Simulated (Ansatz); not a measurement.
The starting structures come from a database of crystals and need not be the phases stable at ambient conditions.

By r2SCAN, the system below comes out a metal.

The ballistic (Sharvin) conductance counts the channels at the Fermi level: G/A = (e²/h) × channels of both spins per area.

Consider the following.

```
Sb
1.0
    3.33019     0.00000     0.00000
   -1.66510     2.88403     0.00000
    1.66510     0.96134     2.71909
Sb
1
Direct
  0.00000   0.00000   0.00000
```

Space group of this cell: Fm-3m, fcc (Cu type). The cell was relaxed by PBE-D3(BJ); by r2SCAN its mean pressure is 2.6 GPa.

The current flows along the normal of the first two printed cell vectors, the (111) plane of the conventional cell. No spin-orbit coupling; the value is a mean over 0.1 eV about the Fermi level.

Predict the ballistic conductance per area from r2SCAN in Ansatz (an electronic-structure program).

1.5 × 10¹⁵ S/m² for both spins.
